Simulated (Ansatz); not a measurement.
Worked example: self-consistent single point of Rb2Hg3Se4 (Ibam, 18 atoms in the cell) in Ansatz (a quantum-chemistry and plane-wave program).

Computed with PBEsol, default PAW files made with PBE (plane waves; Ansatz).

```yaml
crystal:
  lattice:
    - [-3.25600, 5.89797, 7.33251]
    - [3.25600, -5.89797, 7.33251]
    - [3.25600, 5.89797, -7.33251]
  atoms:
    - { symbol: Hg, position: [0.75000, 0.25000, 0.50000] }
    - { symbol: Hg, position: [0.25000, 0.75000, 0.50000] }
    - { symbol: Hg, position: [0.41487, 0.25000, 0.16487] }
    - { symbol: Hg, position: [0.08513, 0.25000, 0.83513] }
    - { symbol: Hg, position: [0.58513, 0.75000, 0.83513] }
    - { symbol: Hg, position: [0.91487, 0.75000, 0.16487] }
    - { symbol: Se, position: [0.73406, 0.58853, 0.59251] }
    - { symbol: Se, position: [0.99602, 0.14155, 0.40749] }
    - { symbol: Se, position: [0.76594, 0.35845, 0.85447] }
    - { symbol: Se, position: [0.50398, 0.91147, 0.14553] }
    - { symbol: Se, position: [0.26594, 0.41147, 0.40749] }
    - { symbol: Se, position: [0.00398, 0.85845, 0.59251] }
    - { symbol: Se, position: [0.23406, 0.64155, 0.14553] }
    - { symbol: Se, position: [0.49602, 0.08853, 0.85447] }
    - { symbol: Rb, position: [0.62022, 0.73050, 0.35072] }
    - { symbol: Rb, position: [0.37978, 0.26950, 0.64928] }
    - { symbol: Rb, position: [0.87978, 0.23050, 0.11028] }
    - { symbol: Rb, position: [0.12022, 0.76950, 0.88972] }
```

Reference input (self-consistent single point, DFT, PBEsol, plane waves, default PAW files made with PBE): kpoints.mp_grid.grid = 3 3 3; hamiltonian.xc = pbesol; hamiltonian.pseudopotentials = {kind: paw} (the program's default PAW files); scf.occupations.method = cold; scf.occupations.width = 0.05 eV. This run's input differs from it in these lines:

Ansatz 0.2 input:
```diff
@@ -25,3 +25,3 @@
 kpoints:
-  mp_grid: { grid: [3, 3, 3] }
+  mp_grid: { grid: [2, 2, 2] }
 hamiltonian:
```

Log, with long lists cut:

```
SCF iter   1: F=—  HF=-138280.095868 eV  |F-HF|=—  |Δ(HF+E_count)|=         —  Δρ=2.26e-3  dr2=3.85e-2  ethr=1.77e-3  ⟨swp⟩=6.0  Hψ=3018  notcnv=0  defer=43
all-band conjugate gradients solve this SCF's bands
preconditioner: auto → Resta (q_TF=auto, 2.434 Å⁻¹)
SCF iter   2: F=—  HF=-138280.098133 eV  |F-HF|=—  |Δ(HF+E_count)|=   2.26e-3  S|Δr|=    0.00e0  Δρ=1.17e-3  dr2=8.99e-3  ethr=1.36e-5  ⟨swp⟩=3.0  Hψ=1598  notcnv=0  defer=67
   [... lines left out ...]
SCF iter   6: F=—  HF=-138280.098633 eV  |F-HF|=—  |Δ(HF+E_count)|=   3.23e-4  S|Δr|=    0.00e0  Δρ=1.42e-5  dr2=1.69e-6  ethr=4.97e-9  ⟨swp⟩=2.0  Hψ=1365  notcnv=0  defer=67
SCF iter   7: F=—  HF=-138280.098634 eV  |F-HF|=—  |Δ(HF+E_count)|=   1.45e-6  S|Δr|=    0.00e0  Δρ=3.71e-6  dr2=1.17e-7  ethr=5.97e-10  ⟨swp⟩=2.0  Hψ=1107  notcnv=0  defer=67
SCF iter   8: F=-138280.098634 eV  HF=-138280.098634 eV  |F-HF|=2.15e-9  |Δ(HF+E_count)|=   8.98e-8  S|Δr|=    0.00e0  Δρ=1.21e-6  dr2=1.08e-8  ethr=3.52e-11  ⟨swp⟩=12.0  Hψ=4124  notcnv=0
SCF 1 converged in 8 iterations: F = -138280.098634 eV  dr2 = 1.08e-8
Stability not checked (fill_not_monotonic)
Free energy (F): -138280.098634 eV
Internal energy: -138280.098634 eV  (E = F + TS)
E sigma→0 (E₀):  -138280.098634 eV
Fermi energy:    7.249671 eV
--- Forces (eV/Å), atoms counted from 1 ---
  atom   1  Hg     0.00000000     0.00000000     0.00000000
  atom   2  Hg    -0.00000000    -0.00000000    -0.00000000
  atom   3  Hg     0.00000000     0.00510135     0.00000000
  atom   4  Hg     0.00000000    -0.00510135    -0.00000000
  atom   5  Hg     0.00000000    -0.00510135    -0.00000000
   [... lines left out ...]
  atom  18  Rb     0.02443008     0.00114076    -0.00000000
--- Stress (GPa, compression-positive) ---
       -0.939052       0.000000       0.000000
        0.000000      -0.853191      -0.000000
        0.000000      -0.000000      -1.368265
  P = ⅓ Tr σ = -1.0535 GPa (-10.535 kbar)
  The stress holds the Pulay correction. Without it, at fixed plane waves, as pw.x and ABINIT print it: P = -1.0706 GPa
```

The run converged in 8 iterations. Against the reference run the free energy goes up by 1.7 meV/atom, the pressure moves little (-1.07 to -1.05 GPa), the largest force moves little (0.162 to 0.158 eV/Å) and the gap on the mesh goes from 1.038 to 1.070 eV.

The starting cell comes from a database of published, mostly measured structures (it also holds non-ambient and calculated ones), without a prior relaxation at this level. Its lattice was rescaled by a random factor within 2.5 % of one. Spin-orbit coupling is off. Ansatz's pressure includes its estimate of the finite-basis (Pulay) stress.

Cost on one core of a shared machine: roughly 40 s.
